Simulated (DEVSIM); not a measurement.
System: abrupt Si n-p junction, at 250 K.

Layer 1 from the left is Si, thickness (μm) 0.420, Nd (cm⁻³) 1.1e16, τn (s) 1.8e-6, τp (s) 1.8e-6. Layer 2 from the left is Si, thickness (μm) 39.0, Na (cm⁻³) 6.7e16, τn (s) 1.8e-5, τp (s) 1.8e-6.

Left contact: ohmic. Right contact: ohmic. Voltage is applied to the left contact. Recombination: SRH at mid-gap, Auger. Mobility is μmin + (μ − μmin)/(1 + (N/Nref)^α).

The device is made up for the run: typed textbook-type constants, with dimensions and the other settings drawn at random. Values at 300 K; Nc and Nv go as T^1.5, mobilities as T to minus their exponent, the gap by Varshni's rule with the affinity fixed.

Si: gap (eV) 1.124, affinity (eV) 4.05, permittivity 11.7, Nc (cm⁻³) 2.86e19, Nv (cm⁻³) 3.1e19, μn (cm²/Vs) 1417, μp (cm²/Vs) 470, μn,min 52, μp,min 45, Nref,n 9.7e16, Nref,p 2.2e17, αn 0.68, αp 0.72, T exponent of μn 2.3, T exponent of μp 2.2, Cn (cm⁶/s) 2.8e-31, Cp (cm⁶/s) 9.9e-32, Varshni α (eV/K) 0.000473, Varshni β (K) 636.

Simulated with DEVSIM: 1D drift-diffusion, Boltzmann statistics, complete ionisation; no tunnelling, impact ionisation, image-force lowering or self-heating.

Q: What does the simulation give for the dark forward voltage at 100 A/cm², the largest field in the device at zero bias, the potential step across the device at zero bias?

A: dark forward voltage at 100 A/cm² 0.841 V; largest field in the device at zero bias 48000 V/cm; potential step across the device at zero bias 0.846 V.
